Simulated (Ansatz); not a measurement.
## Ansatz run on ZnCu₂SnS₄ (I-42m, 8 atoms in the cell): self-consistent single point

Method of the run: LDA (PW92), default PAW files made with PBE (plane waves; Ansatz, a first-principles code).

Input:

Ansatz 0.2 input:
```yaml
crystal:
  lattice:
    - [-2.684998, 2.684998, 5.368612]
    - [2.684998, -2.684998, 5.368612]
    - [2.684998, 2.684998, -5.368612]
  atoms:
    - { symbol: Zn, position_ang: [0.000000, 0.000000, 0.000000] }
    - { symbol: Cu, position_ang: [2.684998, 0.000000, 2.684306] }
    - { symbol: Cu, position_ang: [0.000000, 2.684998, 2.684306] }
    - { symbol: Sn, position_ang: [0.000000, 0.000000, 5.368612] }
    - { symbol: S, position_ang: [-1.385244, 1.385244, 6.799454] }
    - { symbol: S, position_ang: [1.385244, 1.385244, 3.937770] }
    - { symbol: S, position_ang: [1.385244, -1.385244, 6.799454] }
    - { symbol: S, position_ang: [1.299754, 1.299754, -1.430842] }
basis:
  ecutwfc: 420.0
kpoints:
  mp_grid: { grid: [6, 6, 6] }
hamiltonian:
  xc: lda
  pseudopotentials: { kind: paw }
scf:
  occupations: { method: fermi_dirac, width: 0.1 }
output:
  forces: true
  eigenvalues: true
  stress: true
```

Output, abridged:

```
WARN ansatz: RAYON_NUM_THREADS=1 ignored (pool sized by the plan → 1); use --threads N
Pseudopotentials: kind: paw
Pseudopotential: Zn, paw, valence charge 12
Pseudopotential: Cu, paw, valence charge 19
Pseudopotential: Sn, paw, valence charge 14
Pseudopotential: S, paw, valence charge 6
Crystal: 8 atoms, lattice volume = 154.814 Å³
Basis set: ecut = 420 eV, 2977 PW (Γ)
Bands: 53, of which v1, the nominal top of the filled ones, is band 44 counted from 1 (43 counted from 0)
Symmetry: 8 space group operations
Space group: I-42m (ITA 121), of the structure as read, at distance tolerance 5.4e-5 Å
k-points: 30 of 216 (time reversal used)
PAW frozen core: Zn, regenerated for the run's functional, and the local potential with it
PAW frozen core: Cu, regenerated for the run's functional, and the local potential with it
PAW frozen core: Sn, regenerated for the run's functional, and the local potential with it
PAW frozen core: S, regenerated for the run's functional, and the local potential with it
Initial density: superposition of atomic densities (neutral atoms: chi_scale 0, normalization atom), corrected by the library's trained network
Initial wavefunctions: pseudopotential atomic-orbital guess
Eigensolver: davidson
Functional: x = slater, c = lda
SCF iter   1: F=—  HF=-25719.218044 eV  |F-HF|=—  |Δ(HF+E_count)|=         —  Δρ=1.04e-2  dr2=1.00e-1  ethr=1.77e-3  ⟨swp⟩=7.8  Hψ=6769  notcnv=0  defer=4
all-band conjugate gradients solve this SCF's bands
preconditioner: auto → Resta (q_TF=auto, 2.483 Å⁻¹)
SCF iter   2: F=—  HF=-25719.208020 eV  |F-HF|=—  |Δ(HF+E_count)|=   1.00e-2  Δρ=7.89e-3  dr2=7.89e-2  ethr=1.14e-4  ⟨swp⟩=2.1  Hψ=3370  notcnv=0  defer=45
SCF iter   3: F=—  HF=-25719.192760 eV  |F-HF|=—  |Δ(HF+E_count)|=   1.53e-2  Δρ=4.11e-3  dr2=1.56e-2  ethr=8.96e-5  ⟨swp⟩=2.0  Hψ=2234  notcnv=0  defer=45
SCF iter   4: F=—  HF=-25719.188831 eV  |F-HF|=—  |Δ(HF+E_count)|=   3.93e-3  Δρ=1.30e-3  dr2=1.53e-3  ethr=1.78e-5  ⟨swp⟩=2.8  Hψ=2743  notcnv=0  defer=13
SCF iter   5: F=—  HF=-25719.188422 eV  |F-HF|=—  |Δ(HF+E_count)|=   4.09e-4  Δρ=3.70e-4  dr2=1.54e-4  ethr=1.74e-6  ⟨swp⟩=2.7  Hψ=2323  notcnv=0  defer=8
SCF iter   6: F=—  HF=-25719.188396 eV  |F-HF|=—  |Δ(HF+E_count)|=   2.59e-5  Δρ=7.82e-5  dr2=1.27e-5  ethr=1.75e-7  ⟨swp⟩=2.7  Hψ=2404  notcnv=0  defer=8
SCF iter   7: F=—  HF=-25719.188493 eV  |F-HF|=—  |Δ(HF+E_count)|=   9.72e-5  Δρ=4.99e-5  dr2=2.41e-6  ethr=1.44e-8  ⟨swp⟩=2.6  Hψ=2446  notcnv=0  defer=8
SCF iter   8: F=-25719.188493 eV  HF=-25719.188493 eV  |F-HF|=9.55e-9  |Δ(HF+E_count)|=   2.10e-8  Δρ=7.32e-6  dr2=9.13e-8  ethr=1.14e-10  ⟨swp⟩=7.9  Hψ=7582  notcnv=0
SCF 1 converged in 8 iterations: F = -25719.188493 eV  dr2 = 9.13e-8
SCF converged after 8 iterations
Free energy (F): -25719.188493 eV
Harris-Foulkes:  -25719.188493 eV  (|F-HF|=9.55e-9)
Internal energy: -25719.181024 eV  (E = F + TS)
E sigma→0 (E₀):  -25719.184759 eV
Entropy (-TS):   -0.007469 eV (-0.934 meV/atom)
Fermi energy:    8.486415 eV
--- Per-component energies (eV) ---
  E_band       = -1092.310462
  E_kinetic    = 1352.309101
  E_local      = -14862.721417  (includes V_loc(G=0)·N_el)
  E_nonlocal   = 1508.111516
  E_hartree    = 6672.503770
  E_xc         = -1076.263310
  E_vxc        = -732.622876  (∫ρ·V_xc dr)
  E_paw        = -11226.150197  (= ΣΔE_a)
  E_vpaw       = -1702.407675  (= ΣTr[D̂ρ^β])
  E_aug_tail   = 0.000059  (compensation charges beyond the density's cutoff)
  E_ewald      = -8090.464695
  E_core_change = 3.494150  (= ΣΔE_core)
  E_smearing   = -0.007469  (= −TS)
  E_closure    = -0.000000  (closes the sum)
  Σ components = -25719.188493   (vs F -25719.188493, Δ=0.00e0)
--- Forces (eV/Å), atoms counted from 1 ---
  atom   1  Zn     0.00000000    -0.00000000     0.00000000
  atom   2  Cu     0.00000000     0.00000000    -0.00000000
  atom   3  Cu     0.00000000     0.00000000    -0.00000000
  atom   4  Sn     0.00000000    -0.00000000     0.00000000
  atom   5  S     -0.10643592     0.10643592     0.23879833
  atom   6  S      0.10643592     0.10643592    -0.23879833
  atom   7  S      0.10643592    -0.10643592     0.23879833
  atom   8  S     -0.10643592    -0.10643592    -0.23879833
  max |Σ_I F_I| component: 2.50e-16 eV/Å
--- Stress (GPa, compression-positive) ---
       -2.226379      -0.000000       0.000000
       -0.000000      -2.226379       0.000000
        0.000000       0.000000      -1.993956
  P = ⅓ Tr σ = -2.1489 GPa (-21.489 kbar)
  The stress holds the Pulay correction. Without it, at fixed plane waves, as pw.x and ABINIT print it: P = -2.2048 GPa
--- Band table (eV; the first three rows and the last of 30) ---
  k-point 0: bands = ["-102.8471", "-102.8471", "-60.7066", "-60.7066", "-60.7064", "-60.7064", "-60.6396", "-60.6395", "-13.9746", "-13.9746", "-13.9588", "-13.8879", "-13.8706", "-6.4518", "-4.8161", "-4.7961", "-4.7961", "-0.0569", "0.9429", [...]
  k-point 1: bands = ["-102.8471", "-102.8471", "-60.7066", "-60.7066", "-60.7064", "-60.7064", "-60.6396", "-60.6396", "-13.9748", "-13.9747", "-13.9591", "-13.8878", "-13.8703", "-6.2934", "-4.9468", "-4.8768", "-4.8150", "0.0151", "0.8861", [...]
  k-point 2: bands = ["-102.8471", "-102.8471", "-60.7066", "-60.7066", "-60.7064", "-60.7063", "-60.6396", "-60.6396", "-13.9752", "-13.9748", "-13.9598", "-13.8875", "-13.8695", "-5.8932", "-5.1975", "-5.0289", "-4.8980", "0.0398", "0.8606", [...]
  k-point 29: bands = ["-102.8471", "-102.8471", "-60.7066", "-60.7066", "-60.7064", "-60.7064", "-60.6396", "-60.6396", "-13.9742", "-13.9742", "-13.9589", "-13.8878", "-13.8707", "-5.9186", "-5.5678", "-4.8135", "-4.8135", "-0.0754", "0.8340", [...]
```

The run converged in 8 iterations.

The starting cell comes from a database of computed structures (which also holds hypothetical and non-ambient phases and stackings), without a prior relaxation at this level. Its lattice was rescaled by up to half a per cent. Spin polarisation is off. Ansatz's pressure includes its estimate of the finite-basis (Pulay) stress. The run gives no clean gap (levels at the Fermi energy touch, overlap or are partly filled at this smearing), which alone does not show that the compound is a metal.
